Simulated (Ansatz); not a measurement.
The reference is CdS in the zinc blende structure (space group F-43m, No. 216).

```
CdS
1.0
    0.00000     2.93884     2.93884
    2.93884     0.00000     2.93884
    2.93884     2.93884     0.00000
Cd S
1 1
Cartesian
  0.00000   0.00000   0.00000
  1.46942   1.46942   1.46942
```

Computed with Ansatz (a program for electronic structure), r2SCAN, PAW, cutoff 500 eV, no spin-orbit coupling.

For the base:

* **Band gap**: 1.54 eV
* **Hole mass**: 0.16, 0.78, 0.78 mₑ (at Γ)

One thing is altered: every lattice vector is shortened by 3.00 %, atoms relaxed at fixed cell.

Question: Predict the new band gap.

Answer: The band gap grows by 0.203 eV to 1.75 eV.

Question: What happens to the hole mass?

Answer: The hole mass (degenerate bands, along [100]) becomes 0.18, 0.70, 0.70 mₑ (at Γ) (base: 0.16, 0.78, 0.78 mₑ (at Γ)).

The cells carry an imposed strain or load. Effective masses come from finite differences of ±0.01 Å⁻¹. Whether these cells are dynamically stable was not tested.
